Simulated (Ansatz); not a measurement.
## Carrier properties of SrHfO3 (Pm-3m)

Consider the following.

```
HfSrO3
1.0
    4.10579     0.00000     0.00000
    0.00000     4.10579     0.00000
    0.00000     0.00000     4.10579
Sr Hf O
1 1 3
Direct
  0.50000   0.50000   0.50000
  0.00000   0.00000   0.00000
  0.00000   0.50000   0.00000
  0.50000   0.00000   0.00000
  0.00000   0.00000   0.50000
```

Level of theory: PBEsol, rigid bands (plane waves, PAW, scalar-relativistic; Ansatz, a first-principles code). How the cell was made: cell and atoms relaxed with PBEsol.

```json
{
 "band_gap": "3.72 eV",
 "electron conductivity mass (300 K, dilute)": "0.50 mₑ",
 "hole conductivity mass (300 K, dilute)": "2.1 mₑ",
 "effective density of states N_c (300 K)": "3.8e19 cm⁻³",
 "effective density of states N_v (300 K)": "3.7e20 cm⁻³",
 "density_of_states_mass_electrons": "1.31 mₑ",
 "density_of_states_mass_holes": "6.0 mₑ",
 "Seebeck coefficient, n-type 1e19 cm⁻³, 300 K": "-329 μV/K",
 "best n-type power factor at 300 K for τ = 10 fs (best axis; densities from 1e16 to 1e21 cm⁻³ tried, whether or not they can be reached)": "12.2 μW/(cm·K²) at 1e20 cm⁻³",
 "Seebeck coefficient, p-type 1e19 cm⁻³, 300 K": "532 μV/K"
}
```

Rigid bands; masses and Seebeck coefficients take one relaxation time τ for all states and one kind of carrier; polarons and phonon drag are left out. Spin-orbit coupling is left out; where it splits the top of the valence band, N_v and the p-type Seebeck coefficient come out somewhat high without it.

Formula and space group known from diffraction (Crystallography Open Database), not checked to be the room-temperature form: SrHfO3 (Pm-3m).
